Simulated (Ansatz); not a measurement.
Worked example: zone-centre phonon calculation of OsRu (P-6m2, 2 atoms in the cell) in Ansatz (an electronic-structure program).

Method: LDA (PW92), PAW files made with PBE (plane waves; Ansatz).

```
CELL_PARAMETERS angstrom
      2.69129     0.00000     0.00000
     -1.34564     2.33072     0.00000
      0.00000     0.00000     4.24399
ATOMIC_POSITIONS crystal
  Ru 0.33333 0.66667 0.00000
  Os 0.66667 0.33333 0.50000
```

Reference input (self-consistent single point, DFT, LDA (PW92), plane waves, PAW files made with PBE): kpoints.mp_grid.grid = 9 9 5; hamiltonian.xc = lda; hamiltonian.pseudopotentials = {kind: paw} (the program's default PAW files); scf.occupations.method = fermi_dirac; scf.occupations.width = 0.0073 Ry. This run's input differs from it in these lines:

```diff
@@ -15,6 +15,4 @@
   occupations: { method: fermi_dirac, width: 0.0073 Ry }
-output:
-  forces: true
-  eigenvalues: true
-  stress: true
+phonons:
+  method: dfpt
```

Output (repeated stretches shortened):

```
SCF iter   1: F=—  HF=-16879.414326 eV  |F-HF|=—  |Δ(HF+E_count)|=         —  Δρ=1.45e-1  dr2=9.01e0  ethr=3.10e-3  ⟨swp⟩=4.7  Hψ=5920  notcnv=0
all-band conjugate gradients solve this SCF's bands
preconditioner: auto → none
SCF iter   2: F=—  HF=-16878.548294 eV  |F-HF|=—  |Δ(HF+E_count)|=   8.66e-1  Δρ=9.54e-2  dr2=4.63e0  ethr=3.10e-3  ⟨swp⟩=2.5  Hψ=2900  notcnv=0
   [... lines left out ...]
SCF iter   7: F=—  HF=-16877.943165 eV  |F-HF|=—  |Δ(HF+E_count)|=   1.28e-6  Δρ=1.94e-5  dr2=5.41e-8  ethr=1.32e-8  ⟨swp⟩=1.1  Hψ=1507  notcnv=0
SCF iter   8: F=—  HF=-16877.943169 eV  |F-HF|=—  |Δ(HF+E_count)|=   3.57e-6  Δρ=4.47e-6  dr2=5.28e-9  ethr=1.69e-10  ⟨swp⟩=2.1  Hψ=2259  notcnv=0
SCF iter   9: F=—  HF=-16877.943169 eV  |F-HF|=—  |Δ(HF+E_count)|=   1.12e-9  Δρ=8.64e-7  dr2=1.99e-10  ethr=1.65e-11  ⟨swp⟩=1.5  Hψ=1831  notcnv=0
SCF iter  10: F=-16877.943169 eV  HF=-16877.943169 eV  |F-HF|=1.09e-11  |Δ(HF+E_count)|=  4.00e-11  Δρ=1.32e-7  dr2=4.65e-12  ethr=1.00e-12  ⟨swp⟩=5.7  Hψ=6310  notcnv=0
SCF 1 converged in 10 iterations: F = -16877.943169 eV  dr2 = 4.65e-12
DFPT response loops at Γ: preconditioner auto → Kerker (q_TF=auto, 2.813 Å⁻¹) (partly filled bands, converged f_vac=0.000) …
Free energy (F): -16877.943169 eV
Internal energy: -16877.904834 eV  (E = F + TS)
E sigma→0 (E₀):  -16877.924002 eV
Entropy (-TS):   -0.038335 eV (-19.167 meV/atom)
Fermi energy:    25.480608 eV
--- Phonons (Γ-DFPT): 4 representative perturbations + reference, on 75 of 405 k-points (Σ response iterations 12) ---
  k mesh reduced under 4 symmetry operations, with k and −k counted as one. Each operation leaves every solved displacement unchanged or reverses it
  ASR residual: 1.132e-3 → 0.000e0 eV/Å²; symmetrization residual: 1.360e-5 eV/Å²
  ASR residual per site (eV/Å²): 1.13e-3 7.48e-4
  Γ frequencies (cm⁻¹): 0.00 0.00 0.00 197.46 197.46 265.63
  non-analytic LO–TO correction: not included (Born effective charges unavailable; polar crystals: no LO–TO splitting at Γ)
```

The run converged in 10 iterations. 

Summary of the result:
| Item | Value |
|---|---|
| Free energy E − TS (on the zero of these files) | -16877.9432 eV |
| Fermi level (on the code's own zero) | 25.48 eV |
| Zone-centre frequencies (cm⁻¹; negative means imaginary) | 0, 0, 0, 197, 197, 266 |

The starting cell comes from a database of computed structures (which also holds hypothetical and non-ambient phases and stackings), without a prior relaxation at this level. Its lattice was rescaled by a random factor within 2.5 % of one. Spin polarisation is off.

Keys are those of Ansatz 0.2.
